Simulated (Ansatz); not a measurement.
BaH₂ (P6₃/mmc, No. 194, 6 atoms in the cell; start mp-1182102; a measured phase of this formula has another space group) was calculated with G0W0@PBEsol in Ansatz (hard PAW, contour deformation, complete-basis limit).

Numerical settings: largest k mesh 9×9×4 (not extrapolated in the mesh).

Cell (relaxed with PBEsol):

```xyz
6
Lattice="4.3837 0.0000 0.0000 -2.1919 3.7964 0.0000 0.0000 0.0000 5.7943" Properties=species:S:1:pos:R:3 pbc="T T T"
Ba     2.1919     1.2655     4.3457
Ba     0.0000     2.5309     1.4486
H      0.0000     2.5309     4.3457
H      2.1919     1.2655     1.4486
H      0.0000     0.0000     2.8971
H      0.0000     0.0000     0.0000
```

Question: Estimate the band gap that the calculation returns.

Answer: 
* **band gap**: 3.30 eV

Note: the gap holds a correction of +0.10 eV to the complete basis.

Spin–orbit coupling is not included.

Cost on a shared machine: about 6 core-hours (a rough figure).

A start named mp-… is a Materials Project structure, which need not be a measured phase.

Ansatz is a quantum-chemistry and plane-wave program.
